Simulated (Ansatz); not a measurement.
What 3 layers does to SrO

Base system: SrO in the rock salt structure (space group Fm-3m, No. 225; a = 5.160 Å). Axes: x, y, z lie along the cube axes.

Modification: a free-standing slab of 3 layers (6 atoms, 2 a layer) is cut normal to the z axis, with 15 Å of vacuum and the in-plane cell held at bulk.

The values are results of r2SCAN/PAW in Ansatz (a first-principles code), no spin-orbit coupling, not measurements. Settings: 9×9×1 k-points, 0.05 eV Fermi–Dirac smearing, for the changed cell.

The layer's space group (with vacuum) amounts to P4/mmm (No. 123) and the band gap drops by 0.93 eV to 2.87 eV. The gap character amounts to direct at Γ and the valence-band top at Γ (three highest levels, from the VBM) goes from 0.00, 0.00, 0.00 eV to 0.00, 0.00, -0.08 eV. The excess energy per area of both faces (slab less bulk energy over the cell's area: twice a surface energy) amounts to 1.27 J/m² and the thickness between the outermost nuclei amounts to 5.10 Å. The change of the spacing d12 from its bulk value of 2.580 Å amounts to -2.2 %.

Slab and bulk use different k-meshes, which limits the precision of the excess energy. Stability against distortions was not tested. Labels are those of the standard path for the cell's own space group.
